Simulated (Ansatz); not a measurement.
## BeS: response to strain

Take BeS in the zinc blende structure (space group F-43m, No. 216; a = 4.8381 Å) as the base. Axes: x, y, z lie along the cube axes.

Strains are applied to the cell and any free atomic positions relax; under biaxial strain the out-of-plane vector relaxes too.

The values are results of PBEsol in Ansatz (plane waves to 420 eV, PAW, no spin-orbit coupling), not measurements.

| biaxial strain, plane normal [111], relaxed out of plane (%) | out-of-plane strain (%) |
|---|---|
| 0 | 0.00 |
| 0.42 | ? |
| 0.83 | -0.33 |
| 1.25 | -0.50 |
| 1.67 | -0.66 |
| 2.08 | -0.82 |
| 2.5 | -0.98 |

Task: Fit ε⊥ = −νε + γε² (strains in %) to the rows shown and predict the withheld row.

Result: Least squares on the printed values gives ν = 0.40 (the biaxial Poisson response) and γ = 0.005 (largest residual 0.00 %); this predicts -0.17 %, and the run gives -0.17 %, in agreement.

Stability against distortions was not tested.

Ansatz is a program for electronic structure.
